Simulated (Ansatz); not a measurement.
SiC: response to strain

Base system: SiC in the wurtzite structure (space group P6_3mc, No. 186; a = 3.0760 Å, c = 5.0478 Å). Axes: x lies along a and z along c of the hexagonal cell.

Strains are applied to the cell and any free atomic positions relax; under biaxial strain the out-of-plane vector relaxes too; under stress the whole cell relaxes.

Levels (all Ansatz, a first-principles code, PAW, earlier PAW set): PBEsol (420 eV, spin-orbit coupling left out); r2SCAN (500 eV, no SOC); HSE06 (420 eV, spin-orbit coupling left out); PBEsol+SOC (420 eV, spin-orbit coupling included).

Band gaps by level, all at the geometries relaxed with PBEsol:

| case | PBEsol | r2SCAN | HSE06 | PBEsol+SOC |
|---|---|---|---|---|
| base | 2.13 eV | 2.65 eV | 3.16 eV | 2.12 eV |
| biaxial strain +0.85 %, plane normal [001], relaxed out of plane | 2.23 eV | 2.75 eV | 3.26 eV | 2.22 eV |
| isotropic strain −0.79 % | 2.08 eV | ? | 3.13 eV | 2.08 eV |
| uniaxial strain ε_yy = −1.68 % | 1.95 eV | ? | 2.99 eV | 1.95 eV |
| strain tensor (xx, yy, zz, yz, xz, xy) = (+0.26, −1.81, +0.34, +0.62, +0.29, −0.75) % | 1.89 eV | 2.41 eV | ? | 1.89 eV |
| uniaxial stress, 2 GPa compression along x | 2.08 eV | 2.61 eV | 3.12 eV | 2.08 eV |

Task: Some entries are withheld; estimate them.

Result: 
- isotropic strain −0.79 %, r2SCAN: 2.62 eV
- uniaxial strain ε_yy = −1.68 %, r2SCAN: 2.48 eV
- strain tensor (xx, yy, zz, yz, xz, xy) = (+0.26, −1.81, +0.34, +0.62, +0.29, −0.75) %, HSE06: 2.93 eV

Single points use the geometry relaxed with PBEsol. The hybrid gap comes from the SCF mesh plus the semilocal run's edge points and a few special points and is an upper bound. Differences between runs with and without spin-orbit coupling are approximate. Beyond what the load breaks, stability against distortions was not tested.
